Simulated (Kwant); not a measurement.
System: six-terminal Hall bar in a Si two-dimensional gas. Effective mass 0.19 mₑ, grid spacing 5.8 nm, hard walls, nominal width 150 nm (25 grid rows, so walls 150.8 nm apart), one parabolic valley, scattering region 390 nm long along x; energies count from the band bottom; Fermi energy swept from 0.0004825 to 0.00386 eV. Four side probes 75 nm wide, two on each edge; current runs along x; the sign of the Hall resistance is a convention. Perpendicular field 1.4 T, also in the leads; orbital effect alone.

Constants are typed, rounded textbook-type inputs, not results; the design itself was drawn at random and stands for no fabricated device.

Kwant, effective-mass tight-binding model on a square grid, one spin, coherent transport at 0 K. Resistances are in h/e².

### Question
How many Landau levels lie under the Fermi energy, and what Hall resistance follows, at 0.940 meV and 1.40 T; 2.66 meV and 1.40 T; 3.23 meV and 1.40 T; 3.52 meV and 1.40 T?

### Answer
ħωc = ħeB/m = 0.609 meV a tesla; levels lie at (n + ½)ħωc. E/ħωc = 1.10 gives 1 level and h/(1e²) = 1.000; simulated 1.000. E/ħωc = 3.12 gives 3 levels and h/(3e²) = 0.333; simulated 0.333. E/ħωc = 3.79 gives 4 levels and h/(4e²) = 0.250; simulated 0.250. E/ħωc = 4.12 gives 4 levels and h/(4e²) = 0.250; simulated 0.250.
